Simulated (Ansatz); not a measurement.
Start from CdS in the zinc blende structure (space group F-43m, No. 216; a = 5.878 Å).

Method: Ansatz (a first-principles code), r2SCAN, PAW, cutoff 500 eV, no spin-orbit coupling.

For the base:

- Band gap = 1.54 eV
- Pressure = 0.01 GPa

It is then changed as follows: every lattice vector is shortened by 2.00 %; the atoms relax in the strained cell.

### Question
How does this affect the band gap, pressure and energy relative to the base?

### Answer
The band gap increases by 0.14 eV to 1.68 eV; the pressure goes up by 4.20 GPa to 4.21 GPa; the energy rises by 19 meV/atom.

No phonon test of stability was made.
